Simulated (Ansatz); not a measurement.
Consider an armchair MoS2 nanoribbon, N = 6, bare edges.

Levels: PBE (plane waves to 420 eV, PAW; Ansatz, a quantum-chemistry and plane-wave program); PBE with spin-orbit coupling in Ansatz; r2SCAN (plane waves to 500 eV, PAW; Ansatz). Unmarked values and the geometry are of the first. Mesh 1×1×6. No spin polarisation, so a magnetic state wasn't tested. Isolated but for its images some 11 Å away. An idealised model, cut from the flat sheet. It keeps the symmetry and period of its start, so it need not be a minimum against all distortions. Values not marked SOC lack spin–orbit coupling. Buckling under compression is shut out by symmetry and the short period.

### Question
Predict its relaxed size, energy and electronic structure.

### Answer
```
Property                                                                                                 Value
---------------------------------------------------------------  ---------------------------------------------
period along the axis (18 atoms)                                                                       5.450 Å
largest distance between nuclei across the axis                                                         8.72 Å
edge energy against the flat MoS2 sheet, per length of one edge                                    +0.719 eV/Å
PBE gap                                                          0.46 eV, indirect, from Γ to k = 0.229 × 2π/c
electron mass along the axis (PBE)                                                                      1.9 mₑ
hole mass along the axis (PBE)                                                                          2.5 mₑ
PBE+SOC gap at this geometry                                                                           0.46 eV
r2SCAN gap at this geometry                                                                            0.66 eV
axial stiffness dF/dε                                                                                    80 nN
```
